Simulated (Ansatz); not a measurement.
The starting structures come from a database of crystals and need not be the phases stable at ambient conditions.

 Where the default PAW files enter, the runs use the earlier of Ansatz's two default sets.

**Evanescent states of KHF₂ (I4/mcm, not sure to be the ambient phase, 8 atoms a cell, 13.7 Å³ an atom) along the normal of (110)**

Calculation: r2SCAN (plane waves, PAW; Ansatz, a program for electronic structure).

No gap correction and no spin-orbit coupling; mid-gap values are interpolated between computed energies.

Energies count from the valence-band top; κ is the least over a 6×6 mesh across the current.

| E (eV) | κ (1/Å) | where |
|---|---|---|
| 0.17 | 0.247 | Γ |
| 0.53 | 0.353 | Γ |
| 0.88 | 0.418 | Γ |
| 1.23 | 0.464 | Γ |
| 1.57 | 0.499 | Γ |
| 1.93 | 0.525 | Γ |
| 2.27 | 0.544 | Γ |
| 2.62 | 0.558 | Γ |
| 2.98 | 0.567 | Γ |
| 3.33 | 0.571 | Γ |
| 3.67 | 0.572 | Γ |
| 4.03 | 0.568 | Γ |
| 4.38 | 0.561 | Γ |
| 4.72 | 0.549 | Γ |
| 5.08 | 0.533 | Γ |
| 5.42 | 0.513 | Γ |
| 5.78 | 0.487 | Γ |
| 6.12 | 0.455 | Γ |
| 6.47 | 0.415 | Γ |
| 6.83 | 0.366 | Γ |
| 7.17 | 0.303 | Γ |
| 7.53 | 0.213 | Γ |

### Question
How thick must the barrier be to attenuate the transmission by 10^8 when the electrodes' Fermi level lies at 1.23 eV, and what attenuation does that film give at 5.42 eV?

### Answer
d = 8 ln 10 / (2 × 0.464) = 19.8 Å. At 5.42 eV it gives 8 × 0.513/0.464 = 8.8 decades.
